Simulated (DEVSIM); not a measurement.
Structure: abrupt Ge p-n junction, at 250 K.

Layer 1 from the left is Ge, thickness (μm) 0.280, Na (cm⁻³) 1.4e15, τn (s) 4.9e-6, τp (s) 4.9e-6. Layer 2 from the left is Ge, thickness (μm) 86.0, Nd (cm⁻³) 8.9e16, τn (s) 4.9e-6, τp (s) 4.9e-6.

Left contact: ohmic. Right contact: ohmic. Voltage is applied to the left contact. Recombination: SRH at mid-gap, Auger. Mobility is μmin + (μ − μmin)/(1 + (N/Nref)^α).

The device is made up for the run: typed textbook-type constants, with dimensions and the other settings drawn at random. Values at 300 K; Nc and Nv go as T^1.5, mobilities as T to minus their exponent, the gap by Varshni's rule with the affinity fixed.

Ge: gap (eV) 0.664, affinity (eV) 4, permittivity 16, Nc (cm⁻³) 1.04e19, Nv (cm⁻³) 6e18, μn (cm²/Vs) 3900, μp (cm²/Vs) 1900, μn,min 150, μp,min 100, Nref,n 2.6e17, Nref,p 4e17, αn 0.56, αp 0.6, T exponent of μn 1.66, T exponent of μp 2.33, Cn (cm⁶/s) 1e-31, Cp (cm⁶/s) 1e-31, Varshni α (eV/K) 0.000477, Varshni β (K) 235.

DEVSIM, 1D drift-diffusion, Boltzmann statistics, complete ionisation; no tunnelling, impact ionisation, image-force lowering or self-heating.

Question: What does the simulation give for the dark forward voltage at 1 A/cm², the potential step across the device at zero bias, the dark forward voltage at 100 A/cm², the largest field in the device at zero bias?

Answer: dark forward voltage at 1 A/cm² 0.129 V; potential step across the device at zero bias 0.412 V; dark forward voltage at 100 A/cm² 0.264 V; largest field in the device at zero bias 18000 V/cm.
